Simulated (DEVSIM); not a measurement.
Structure: Schottky contact on n-type β-Ga2O3, at 300 K.

Layer 1 from the left is β-Ga2O3, thickness (μm) 0.650, Nd (cm⁻³) 8.1e16, τn (s) 4.2e-9, τp (s) 4.2e-9.

Left contact: Schottky, work function 5.57 eV, emission velocity 2.2e6 cm/s. Right contact: ohmic. Voltage is applied to the left contact. Recombination: SRH at mid-gap, Auger. Mobility is constant in doping.

Constants are typed, rounded textbook-type inputs, not results; the design itself was drawn at random and stands for no fabricated device. Values at 300 K.

β-Ga2O3: gap (eV) 4.8, affinity (eV) 4, permittivity 10, Nc (cm⁻³) 3.7e18, Nv (cm⁻³) 5e20, μn (cm²/Vs) 160, μp (cm²/Vs) 1, Cn (cm⁶/s) 1e-31, Cp (cm⁶/s) 1e-31.

Model (solved in DEVSIM): 1D drift-diffusion, Boltzmann statistics, complete ionisation; no tunnelling, impact ionisation, image-force lowering or self-heating. Metal contacts follow the ideal Schottky-Mott rule: no Fermi-level pinning, no interface dipoles.

Dark forward current:

| |V| (V) | |J| (A/cm²) |
|---|---|
| 0.45 | 1.845e-13 |
| 0.50 | 1.274e-12 |
| 0.55 | 8.794e-12 |
| 0.60 | 6.069e-11 |
| 0.65 | 4.187e-10 |
| 0.70 | 2.888e-9 |
| 0.75 | 1.992e-8 |
| 0.80 | 1.373e-7 |
| 0.85 | 9.460e-7 |
| 0.90 | 6.515e-6 |
| 0.95 | 4.483e-5 |
| 1.00 | 0.0003082 |
| 1.05 | 0.002117 |
| 1.10 | 0.01451 |
| 1.15 | 0.09928 |
| 1.20 | 0.6762 |
| 1.25 | 4.560 |
| 1.30 | 29.67 |
| 1.35 | 166.3 |
| 1.40 | 626.8 |
| 1.45 | 1483 |
| 1.50 | 2602 |

Task: Work out the local ideality factor n = ΔV / (kT/q · ln(J2/J1)) between the rows 0.45 and 0.50 V, 1.45 and 1.50 V.

Result: kT/q = 25.85 mV. From 0.45 to 0.50 V: ln(1.274e-12/1.845e-13) = 1.932, n = 1.00, near the 1 of diffusion or emission over a barrier. From 1.45 to 1.50 V: ln(2602/1483) = 0.562, n = 3.44; the layers' resistance at their doping, Σ W/(qμN) = 3.1e-5 Ω cm², would take 35 mV of this step of 50 mV.

Task: Estimate the current at 0.85 V for emission alone, J0 = q v N_band exp(−φB/kT), and read the barrier back from the simulated current.

Result: φB = 1.570 eV, N_band = 3.70e18 cm⁻³, J0 = 5.48e-21 A/cm²; J = J0 (exp(qV/kT) − 1) = 1.04e-6 A/cm². The simulation gives 9.46e-7 A/cm²; the estimate lies 10 % above. Read backwards, the simulated current gives an apparent barrier of 1.573 eV. The estimate leaves out transport through the depletion region and minority injection.
